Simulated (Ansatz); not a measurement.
The reference is GaN in the wurtzite structure (space group P6_3mc, No. 186; a = 3.1518 Å, c = 5.1383 Å). Axes: x lies along a and z along c of the hexagonal cell.

Calculations: plane-wave PAW DFT at the LDA level (Ansatz, an electronic-structure program, 420 eV), spin-orbit coupling left out.

Strains are applied to the cell and any free atomic positions relax.

One change was made to it. Results:

| quantity | base | after |
|---|---|---|
| energy relative to the base (free energy F) | 0 meV/atom | +0.4 meV/atom |
| shortest interatomic distance | 1.927 Å | 1.931 Å |

Question: What was done to the base?
(A) uniaxial strain ε_xx = +1.80 %
(B) uniaxial strain ε_xx = +0.60 %
(C) uniaxial strain ε_xx = +3.00 %
(D) uniaxial strain ε_xx = +1.20 %

Answer: B, uniaxial strain ε_xx = +0.60 %. For comparison, the energy relative to the base in the other runs: uniaxial strain ε_xx = +3.00 % gives +11 meV/atom; uniaxial strain ε_xx = +1.20 % gives +1.8 meV/atom; uniaxial strain ε_xx = +1.80 % gives +4.0 meV/atom.

Whether these cells are dynamically stable was not tested.
